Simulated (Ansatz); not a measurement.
System: Ta2O5 (Pmmn, No. 59, 14 atoms in the cell; start mp-1539317). Method: r²SCAN (Ansatz, a quantum-chemistry and plane-wave program, PAW).

Run with plane-wave cutoff 560 eV, 10×4×10 k mesh (along the axes of the cell as run), Fermi–Dirac smearing 0.01 eV, scalar-relativistic PAW data made under PBE.

Cell (relaxed at this level):

Ta₂O₅ is taken in the orthorhombic space group Pmmn, origin choice 1 (No. 59), Pearson symbol oP14. Lattice parameters: a = 3.8361 Å, b = 13.0037 Å, c = 3.8762 Å, α = β = γ = 90.00°. Ta on 4e is surrounded by 5 O at 1.860–2.018 Å and 1 O at 2.201 Å. O1 on 4e has 2 Ta at 1.987 Å and 1 Ta at 2.201 Å. O2 on 4e is surrounded by 1 Ta at 1.860 Å and 1 Ta at 2.018 Å (linear). O3 on 2a has 2 Ta at 1.900 Å (linear). (Neighbours: up to the widest gap in distance over summed covalent radii, below 1.35, at either atom; cation-cation and far metal-metal contacts left out.)

Estimate the band gap that the calculation returns.


band gap: 2.86 eV (on the SCF k mesh)

Note: the relaxation could not lower the start's symmetry, so the cell can be a saddle point above a distorted one.

Spin–orbit coupling is not included.

Static lattice: no zero-point or thermal effects.

Cost on a shared machine: roughly 10 core-minutes.

A start named mp-… is a Materials Project structure, which need not be a measured phase.
